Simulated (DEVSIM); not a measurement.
System: Au/Al2O3/n-In0.53Ga0.47As capacitor, at 250 K.

```csv
layer (left to right),material,thickness (nm),Nd (cm⁻³)
1,Al2O3,3.70,-
2,In0.53Ga0.47As,3900,2.1e15
```

Metal gate on the left, work function 5.1 eV. Fixed charge at the semiconductor interface 9.4e11 cm⁻² (in units of +e); no interface traps.

This is a model device: material constants are rounded textbook-type values typed into the input, and sizes, dopings and lifetimes were drawn at random. Values at 300 K; Nc and Nv go as T^1.5, mobilities as T to minus their exponent, the gap by Varshni's rule with the affinity fixed.

```
parameter         Al2O3  In0.53Ga0.47As
----------------  -----  --------------
gap (eV)            6.8            0.74
affinity (eV)      1.35            4.51
permittivity          9            13.9
Nc (cm⁻³)             -          2.1e17
Nv (cm⁻³)             -          7.7e18
Varshni α (eV/K)      -         0.00035
Varshni β (K)         -             190
```

Model (solved in DEVSIM): 1D Poisson equation in equilibrium, Boltzmann statistics, complete ionisation; no quantum confinement or tunnelling. Metal contacts follow the ideal Schottky-Mott rule: no Fermi-level pinning, no interface dipoles.

Problem. Tabulate band edges, carrier densities and field at 0.05 V on the gate.

Solution. Energies count from the Fermi level of the right contact; mesh points crowd at the junctions.

```csv
x (μm),Ec (eV),Ev (eV),n (cm⁻³),p (cm⁻³),field (V/cm)
0.000,3.700,-3.100,< 1e2,< 1e2,-210000
0.001002,3.679,-3.121,< 1e2,< 1e2,-210000
0.002323,3.651,-3.149,< 1e2,< 1e2,-210000
0.003412,3.628,-3.172,< 1e2,< 1e2,-210000
0.005070,0.460,-0.294,8.3e7,6.9e12,-14000
0.007871,0.457,-0.298,1.0e8,5.8e12,-14000
0.01416,0.448,-0.307,1.5e8,3.9e12,-13000
0.03359,0.422,-0.332,4.9e8,1.2e12,-13000
0.07022,0.377,-0.378,4.1e9,1.4e11,-12000
0.1452,0.295,-0.460,1.8e11,3.1e9,-9900
0.3031,0.172,-0.582,5.4e13,1.1e7,-5600
0.8330,0.094,-0.661,2.1e15,280000,-42
1.813,0.093,-0.661,2.1e15,270000,≈ 0
2.880,0.093,-0.661,2.1e15,270000,≈ 0
3.534,0.093,-0.661,2.1e15,270000,≈ 0
3.729,0.093,-0.661,2.1e15,270000,≈ 0
3.821,0.093,-0.661,2.1e15,270000,≈ 0
3.866,0.093,-0.661,2.1e15,270000,≈ 0
3.891,0.093,-0.661,2.1e15,270000,≈ 0
3.898,0.093,-0.661,2.1e15,270000,≈ 0
3.902,0.093,-0.661,2.1e15,270000,≈ 0
3.904,0.093,-0.661,2.1e15,270000,≈ 0
```
